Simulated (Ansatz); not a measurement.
Structures of equal composition on the (111) surface of germanium: Si on one of 1 atoms of the third shell, H on every dangling bond; Si on all surface atoms, H on every dangling bond; Si on all atoms bonded under the surface atoms, H on every dangling bond. The slabs share one bottom face, and each structure is named by its start. These are constructed structures in small cells; real faces may alloy, dewet or reconstruct in larger ones, and not all known structures of the face are among them. Slabs of about 15 Å with all that they carry, Fermi-Dirac smearing of 0.025 eV. Bottom of the slabs: built like the top, H on every dangling bond, free. Relaxed from the named starts with such symmetry as they have, on meshes of like density; energies extrapolated to zero smearing; no spin-orbit coupling, no U. Spin-polarised runs, if any, are marked in brackets, and their order is one that fits the cell; the others ran without spin.

Method: PBE (plane waves to 420 eV, PAW; Ansatz, a quantum-chemistry and plane-wave program).

Task: Put the candidates in order of energy per 1x1 cell, lowest first, for PBE.

Result: Si on all surface atoms, H on every dangling bond (0.000 eV), Si on all atoms bonded under the surface atoms, H on every dangling bond (0.128 eV), Si on one of 1 atoms of the third shell, H on every dangling bond (0.139 eV)
